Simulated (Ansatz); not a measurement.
Take Ta in the bcc (W type) structure (space group Im-3m, No. 229) as the base.

```xyz
1
Lattice="-1.6410 1.6410 1.6410 1.6410 -1.6410 1.6410 1.6410 1.6410 -1.6410" Properties=species:S:1:pos:R:3 pbc="T T T"
Ta     0.0000     0.0000     0.0000
```

Cartesian axes are those of the cell as printed.

Calculations: PBEsol (Ansatz, a quantum-chemistry and plane-wave program), no spin-orbit coupling.

Strains are applied to the cell and any free atomic positions relax; under biaxial strain the out-of-plane vector relaxes too; under stress the whole cell relaxes.

One change was made to it. Results:

```json
[
 {"quantity": "energy relative to the base (free energy F)", "base": "0 meV/atom", "after": "+15 meV/atom"},
 {"quantity": "shortest interatomic distance", "base": "2.842 Å", "after": "2.787 Å"}
]
```

Q: What was done to the base?
A. uniaxial stress, 3 GPa tension along x
B. uniaxial stress, 1 GPa tension along z
C. tensor shear ε_yz = −2.94 %
D. uniaxial strain ε_yy = +4.80 %
E. biaxial strain −1.20 %, plane normal [001], relaxed out of plane

A: C, tensor shear ε_yz = −2.94 %. For comparison, the energy relative to the base in the other runs: uniaxial stress, 3 GPa tension along x gives +3.0 meV/atom; uniaxial strain ε_yy = +4.80 % gives +34 meV/atom; biaxial strain −1.20 %, plane normal [001], relaxed out of plane gives +4.5 meV/atom; uniaxial stress, 1 GPa tension along z gives +0.3 meV/atom.

Without a gap, meshes like the base's 20×20×20 leave anisotropic stresses uncertain by several tenths of a GPa, and small strain energies with them. Beyond what the load breaks, stability against distortions was not tested. The final runs are not spin-polarised.
